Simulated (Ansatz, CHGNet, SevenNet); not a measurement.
How the formation enthalpy of TiSi₂ (Cmcm, No. 63, 6 atoms in the cell; start mp-1077503; a measured phase of this formula has another space group) moves with the method

No measured value is used here.

```json
[
 {"level (code)": "CHGNet 0.3.0", "value (eV/atom)": "-0.587"},
 {"level (code)": "CHGNet-r²SCAN", "value (eV/atom)": "-0.580"},
 {"level (code)": "SevenNet-l3i5", "value (eV/atom)": "-0.578"},
 {"level (code)": "LDA (Ansatz)", "value (eV/atom)": "(withheld)"},
 {"level (code)": "PBE-D4 (Ansatz)", "value (eV/atom)": "(withheld)"},
 {"level (code)": "r²SCAN (Ansatz)", "value (eV/atom)": "(withheld)"},
 {"level (code)": "r²SCAN-D4 (Ansatz)", "value (eV/atom)": "-0.590"},
 {"level (code)": "r²SCAN+rVV10 (Ansatz)", "value (eV/atom)": "-0.582"},
 {"level (code)": "HSE06 (Ansatz)", "value (eV/atom)": "-0.592"},
 {"level (code)": "PBE0 (Ansatz)", "value (eV/atom)": "-0.590"}
]
```

What belongs in the gaps?


- LDA (Ansatz, an electronic-structure program), value (eV/atom): -0.680
- PBE-D4 (Ansatz), value (eV/atom): -0.673
- r²SCAN (Ansatz), value (eV/atom): -0.553

CHGNet 0.3.0, CHGNet-r²SCAN, SevenNet-l3i5, LDA, PBE-D4, r²SCAN, r²SCAN-D4, r²SCAN+rVV10: the relaxation could not lower the start's symmetry, so the cell can be a saddle point above a distorted one. CHGNet 0.3.0: the energies of CHGNet 0.3.0 can hold anion corrections fitted to measured formation enthalpies. HSE06, PBE0: exact exchange on metals is sensitive to the k mesh and can open a false gap. HSE06, PBE0: the run warned that the count of filled bands differs between k points. Values are at the level's own equilibrium cell; HSE06 at the r²SCAN cell; PBE0 at the r²SCAN cell. Ansatz's density-functional and Hartree–Fock values are scalar-relativistic unless marked +SOC, with PAW data made under PBE.

Machine-learned potentials (CHGNet 0.3.0, CHGNet-r²SCAN, SevenNet-l3i5) are trained on DFT data: a solid inside that data is no test of them.

A start named mp-… is a Materials Project structure, which need not be a measured phase.
